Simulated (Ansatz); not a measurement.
**HfB₂ (space group P6/mmm, No. 191)**

Space group P6/mmm (No. 191); a = b = 3.146 Å, c = 3.486 Å, α = β = 90.00°, γ = 120.00°

| atom | site | symmetry | x | y | z |
|---|---|---|---|---|---|
| Hf | 1a | 6/mmm | 0.0000 | 0.0000 | 0.0000 |
| B | 2d | -6m2 | 0.3333 | 0.6667 | 0.5000 |

Method: PBE (Ansatz, a first-principles code), no SOC. k-mesh 17×17×13 (Γ-centred); smearing 0.05 eV (Fermi–Dirac).

| Item | Result |
|---|---|
| Volume per atom | 9.96 Å³ |
| Density | 11.12 g/cm³ |
| Band gap | zero |
| Total energy | -5345.405 eV/atom (σ→0; compares only within this code and set-up) |

Whether these cells are dynamically stable was not tested. All final runs are without spin polarisation.
